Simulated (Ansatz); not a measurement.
```yaml
crystal:
  lattice:
    - [0.00000, 2.75245, 2.75245]
    - [2.75245, 0.00000, 2.75245]
    - [2.75245, 2.75245, 0.00000]
  atoms:
    - { symbol: Si, position: [0.00000, 0.00000, 0.00000] }
    - { symbol: Si, position: [0.25000, 0.25000, 0.25000] }
```

Method: r2SCAN, finite-displacement electron-phonon coupling, linearised Boltzmann equation (plane waves, PAW, scalar-relativistic; Ansatz, an electronic-structure program). Condition of this run: hydrostatic pressure -3 GPa (the target of the relaxation). Geometry: relaxed with this functional, without spin-orbit coupling, then loaded as said.

**Question.** Predict the intrinsic electron mobility at 300 K.

**Answer.** 1360 cm²/(V·s).

Scattering by harmonic phonons alone: no impurities, screening or carrier-carrier scattering, bands fixed at 0 K. From a coarser fine mesh the values given move by up to 5 %. The mesh was bound by memory.
